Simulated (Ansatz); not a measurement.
Consider Nb-vacancy pair (Nb on one host Cu site, one Cu site vacant) in fcc Cu, neutral cell. The step: Nb and the vacancy change places (Nb-vacancy distance between ideal sites 2.57 Å throughout); the atom moves 2.22 Å along (0.00, 0.43, 0.43) of the unit cell; the moving atom starts with neighbours 4 Cu at 2.57, 2 Cu at 2.61, 4 Cu at 2.67, Cu at 2.72 Å and ends with 4 Cu at 2.57, 2 Cu at 2.61, 4 Cu at 2.67, Cu at 2.72 Å. A PBE band in Ansatz (plane-wave PAW, a 2×2×2 k-point mesh shifted by half a step, 32 host sites, 17 SCF runs with any check of the saddle's order, static, no finite-size correction) gives a forward barrier of 0.75 eV. The saddle point's order was not checked, and it lies on a symmetry element of the cell, where a band can be held. Forms of the defect that were not tried may lie lower.

Single points at the band's start and saddle point can refine it. Rough cost of one point, in units of the band's mean SCF on the same machine:

| Level | Cost of one point |
|---|---|
| PBE, a 4×4×4 k-point mesh shifted by half a step | about 8 |
| r2SCAN at 500 eV, a 2×2×2 k-point mesh shifted by half a step | about 3 |

Which of these move the barrier by more than 0.1 eV, and how far does each move it?

PBE, a 4×4×4 k-point mesh shifted by half a step: -0.21 eV; r2SCAN at 500 eV, a 2×2×2 k-point mesh shifted by half a step: +0.03 eV. Each functional is compared with PBE at the same k-points.

Ansatz is an electronic-structure program.
